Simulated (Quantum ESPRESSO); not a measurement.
**Quick settings and what they miss: NaCa₃ (I4/mmm, 4 atoms in the cell)**

Self-consistent single point.

```xyz
4
Lattice="-2.7483 2.7483 5.8112 2.7483 -2.7483 5.8112 2.7483 2.7483 -5.8112" Properties=species:S:1:pos:R:3 pbc="T T T"
Na     0.0000     0.0000     0.0000
Ca     0.0000     2.7483     2.9056
Ca     2.7483     0.0000     2.9056
Ca     0.0000     0.0000     5.8112
```

Method: PBEsol, SSSP 1.1.2 efficiency (PBE) pseudopotentials (plane waves; Quantum ESPRESSO).

Base settings: ecutwfc = 40 Ry; ecutrho = 320 Ry; occupations = smearing; smearing = cold; degauss = 0.0036749 Ry; input_dft = pbesol; potentials = {Na: na_pbe_v1.5.uspp.F.UPF, Ca: Ca_pbe_v1.uspp.F.UPF}; K_POINTS = automatic 8 8 8 0 0 0; conv_thr = 1e-08 Ry.

Tight run (finer mesh or higher cutoff; not a proven limit): ecutwfc: 40 Ry → 56 Ry; ecutrho: 320 Ry → 448 Ry; conv_thr: 1e-08 Ry → 7.3e-11 Ry; K_POINTS: automatic 8 8 8 0 0 0 → automatic 11 11 11 0 0 0. It gave Fermi level (on the code's own zero) 3.78 eV; pressure -1.25 GPa.

Quick runs, as changes from the base:
- A: the base itself
- B: K_POINTS: automatic 8 8 8 0 0 0 → automatic 4 4 4 0 0 0
- C: ecutwfc: 40 Ry → 24 Ry; ecutrho: 320 Ry → 192 Ry; degauss: 0.0036749 Ry → 0.0147 Ry; K_POINTS: automatic 8 8 8 0 0 0 → automatic 1 1 1 0 0 0
- D: ecutwfc: 40 Ry → 20 Ry; ecutrho: 320 Ry → 100 Ry; smearing: cold → gauss; degauss: 0.0036749 Ry → 0.036749 Ry; input_dft: pbesol → default; conv_thr: 1e-08 Ry → 7.3e-05 Ry; pseudopotentials: {Na: na_pbe_v1.5.uspp.F.UPF, Ca: Ca_pbe_v1.uspp.F.UPF} → {Na: na_lda_v1.5.uspp.F.UPF, Ca: ca_lda_v1.uspp.F.UPF}; K_POINTS: automatic 8 8 8 0 0 0 → automatic 4 4 4 0 0 0 [LDA (PZ)]
- E: ecutwfc: 40 Ry → 32 Ry; ecutrho: 320 Ry → 160 Ry; input_dft: pbesol → default; pseudopotentials: {Na: na_pbe_v1.5.uspp.F.UPF, Ca: Ca_pbe_v1.uspp.F.UPF} → {Na: na_lda_v1.5.uspp.F.UPF, Ca: ca_lda_v1.uspp.F.UPF}; K_POINTS: automatic 8 8 8 0 0 0 → automatic 6 6 6 0 0 0 [LDA (PZ)]
- F: ecutwfc: 40 Ry → 32 Ry; ecutrho: 320 Ry → 256 Ry; smearing: cold → fd; degauss: 0.0036749 Ry → 0.0099958 Ry; K_POINTS: automatic 8 8 8 0 0 0 → automatic 2 2 2 0 0 0

Energies are extrapolated to zero smearing width, which holds to low order in the width alone (under cold and Methfessel-Paxton smearing the free energy itself is taken).

Dashes: time of C, D, under 30 s; energy of D, E, another energy zero.

† marks runs with another functional, U, potentials or spin treatment: their distance from the tight run is not a convergence error alone.

The count of work is k-points × plane waves × bands × iterations; it is no time. Core times come from one kind of shared machine and are given to one figure; runs under 30 s give none.

The starting cell comes from a database of computed structures (which also holds hypothetical and non-ambient phases and stackings), without a prior relaxation at this level. Its lattice was rescaled by a random factor within 2.5 % of one.

```
run  energy less tight (meV/atom)  pressure less tight (GPa)  count of work / tight  core time / tight (rough)
---  ----------------------------  -------------------------  ---------------------  -------------------------
A                             3.2                      -0.03                   0.22                        0.2
B                            -1.7                       0.01                  0.049                       0.07
C                           953.7                      -8.55                 0.0037                          –
D†                              –                     -23.45                  0.012                          –
E†                              –                      -1.24                  0.080                       0.05
F                            -1.2                      -0.41                  0.015                       0.03
```

Among the runs at the tight run's level, the energy misses run from 1.2 to 953.7 meV/atom.
